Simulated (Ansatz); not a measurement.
An Ansatz (a quantum-chemistry and plane-wave program) input (DFT with PBEsol, PAW potentials and a 420 eV plane-wave cutoff in Ansatz, no SOC):

Ansatz 0.2 input:
```yaml
crystal:
  lattice:
    - [2.7528754139, 0, 0]
    - [0, 3.8931537459, 0]
    - [0, 0, 22.7863074917]
  atoms:
    - { symbol: Be, position: [0, 0.25, 0.329145036] }
    - { symbol: Rh, position: [0.5, 0.75, 0.329145036] }
    - { symbol: Be, position: [0, 0.75, 0.414572518] }
    - { symbol: Rh, position: [0.5, 1.25, 0.414572518] }
    - { symbol: Be, position: [0, 1.25, 0.5] }
    - { symbol: Rh, position: [0.5, 1.75, 0.5] }
    - { symbol: Be, position: [0, 1.75, 0.585427482] }
    - { symbol: Rh, position: [0.5, 2.25, 0.585427482] }
    - { symbol: Be, position: [0, 2.25, 0.670854964] }
    - { symbol: Rh, position: [0.5, 2.75, 0.670854964] }
basis: { ecutwfc: 420, ecutrho_ratio: 4, xc_grid: 2, fft_grid_basis: typed }
kpoints: { mp_grid: { grid: [17, 12, 1] } }
hamiltonian:
  xc: pbesol
  dispersion: none
  pseudopotentials: { kind: paw }
scf: { occupations: { method: fermi_dirac, width: 0.05 }, convergence: { dr2_threshold: 0.000000001 } }
relax: { f_tol: 0.01, max_steps: 50 }
output: { forces: true, stress: true }
checkpoint: { write: state.ck, write_every: 1000 }
```

Which symmetry and how many k-points will the program report, and about how many plane waves at Γ?

Space group Pmmm (ITA 47) with 8 operations, k-points 63 of 204, and 4773 plane waves at Γ.

Stability against distortions was not tested. The final runs are not spin-polarised. The cell was made from BeRh in the CsCl type structure (space group Pm-3m, No. 221; a cell from a computed database, its experimental status unchecked) by this change: a free-standing slab of 5 layers (10 atoms, 2 a layer) is cut normal to [110], with 15 Å of vacuum and the in-plane cell held at bulk.
